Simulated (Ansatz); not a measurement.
A self-consistent single point of NbRu (P4mm, 2 atoms in the cell) with Ansatz (a first-principles code).

Level of theory: LDA (PW92), default PAW files made with PBE (plane waves; Ansatz).

The change in words: lattice scaled by 0.98; basis.ecutrho_ratio: default → 5. Reference geometry:
```
NbRu
1.0
    3.06874     0.00000     0.00000
    0.00000     3.06874     0.00000
    0.00000     0.00000     3.44215
Nb Ru
1 1
Cartesian
  0.00000   0.00000   0.05000
  1.53437   1.53437   1.72107
```

Reference input (self-consistent single point, DFT, LDA (PW92), plane waves, default PAW files made with PBE): basis.ecutwfc = 420 eV; kpoints.mp_grid.grid = 11 11 10; hamiltonian.xc = lda; hamiltonian.pseudopotentials = {kind: paw} (the program's default PAW files); scf.occupations.method = fermi_dirac; scf.occupations.width = 0.1 eV. This run's input differs from it in these lines:

Ansatz 0.2 input:
```diff
@@ -3,5 +3,5 @@
   lattice:
-    - [3.068737, 0.000000, 0.000000]
-    - [0.000000, 3.068737, 0.000000]
-    - [0.000000, 0.000000, 3.442145]
+    - [3.007362, 0.000000, 0.000000]
+    - [0.000000, 3.007362, 0.000000]
+    - [0.000000, 0.000000, 3.373302]
   atoms:
@@ -11,2 +11,3 @@
   ecutwfc: 420.0 eV
+  ecutrho_ratio: 5
 kpoints:
```

Output, abridged:

```
SCF iter   1: F=—  HF=-10201.246860 eV  |F-HF|=—  |Δ(HF+E_count)|=         —  Δρ=6.90e-3  dr2=3.85e-3  ethr=1.77e-3  ⟨swp⟩=5.1  Hψ=9857  notcnv=0
all-band conjugate gradients solve this SCF's bands
preconditioner: auto → none
SCF iter   2: F=—  HF=-10201.247210 eV  |F-HF|=—  |Δ(HF+E_count)|=   3.49e-4  Δρ=3.76e-3  dr2=1.17e-3  ethr=1.33e-5  ⟨swp⟩=2.0  Hψ=4942  notcnv=0
SCF iter   3: F=—  HF=-10201.246967 eV  |F-HF|=—  |Δ(HF+E_count)|=   2.43e-4  Δρ=3.09e-4  dr2=3.71e-5  ethr=4.04e-6  ⟨swp⟩=2.3  Hψ=3521  notcnv=0
SCF iter   4: F=—  HF=-10201.246966 eV  |F-HF|=—  |Δ(HF+E_count)|=   1.02e-6  Δρ=1.75e-4  dr2=1.60e-5  ethr=1.28e-7  ⟨swp⟩=2.0  Hψ=4257  notcnv=0
SCF iter   5: F=—  HF=-10201.246961 eV  |F-HF|=—  |Δ(HF+E_count)|=   4.91e-6  Δρ=3.41e-5  dr2=3.01e-7  ethr=5.53e-8  ⟨swp⟩=2.0  Hψ=3270  notcnv=0
SCF iter   6: F=-10201.246961 eV  HF=-10201.246961 eV  |F-HF|=5.62e-9  |Δ(HF+E_count)|=   3.32e-8  Δρ=8.41e-6  dr2=1.21e-8  ethr=3.45e-10  ⟨swp⟩=4.8  Hψ=9936  notcnv=0
SCF 1 converged in 6 iterations: F = -10201.246961 eV  dr2 = 1.21e-8
Free energy (F): -10201.246961 eV
Internal energy: -10201.168970 eV  (E = F + TS)
E sigma→0 (E₀):  -10201.207966 eV
Entropy (-TS):   -0.077991 eV (-38.996 meV/atom)
Fermi energy:    21.331599 eV
--- Forces (eV/Å), atoms counted from 1 ---
  atom   1  Nb     0.00000000     0.00000000    -0.17191624
  atom   2  Ru    -0.00000000     0.00000000     0.17195833
--- Stress (GPa, compression-positive) ---
       -0.921746       0.000000      -0.000000
        0.000000      -0.921746       0.000000
       -0.000000       0.000000      -0.820241
  P = ⅓ Tr σ = -0.8879 GPa (-8.879 kbar)
  The stress holds the Pulay correction. Without it, at fixed plane waves, as pw.x and ABINIT print it: P = -0.9112 GPa
```

The run converged in 6 iterations. Against the reference run the free energy falls by 49.1 meV/atom, the pressure goes from -14.84 to -0.89 GPa and the largest force goes from 0.089 to 0.172 eV/Å.

The starting cell comes from a database of computed structures (which also holds hypothetical and non-ambient phases and stackings), without a prior relaxation at this level. Its lattice was rescaled by up to half a per cent. One atom was moved a little off its site on purpose. For this run, on top of that: lattice scaled by 0.98. Spin polarisation is off. Ansatz's pressure includes its estimate of the finite-basis (Pulay) stress.
